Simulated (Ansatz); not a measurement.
Surface energy of faces of monoclinic HfO2 in PBE and in HSE06, in Ansatz (plane waves, PAW). Symmetric slabs relaxed with PBE from ideal cuts in 1x1 cells (the lowest computed cut and spin start of each face; real faces may reconstruct in larger cells); HSE06 values are single points on them, with the bulk at the same level. No spin-orbit coupling, no U. HSE06 ran on coarser k-meshes, which may carry part of its shift.

```csv
face,PBE (J/m²),HSE06 (J/m²)
(10-1),1.32,?
(100),1.59,1.79
(101) (2 Hf–O bonds broke),1.47,1.67
(11-1),1.01,1.17
(110),1.30,1.46
(111),1.19,1.38
```

Fit a straight line y = a·x + b by least squares to the 5 complete rows (x: PBE (J/m²); y: HSE06 (J/m²)).

the means are x̄ = 1.3120 and ȳ = 1.4940; Σ(x − x̄)² = 0.20848 and Σ(x − x̄)(y − ȳ) = 0.22226, so a = 1.066 and b = ȳ − a·x̄ = 0.095. The largest residual is 0.021.

What does the line predict for the withheld row, (10-1), and what did the calculation give?

the line gives 1.50; the calculation gave 1.49, a miss of -0.01, of the size of the fitted rows' scatter and rounding.

Ansatz is an electronic-structure program.
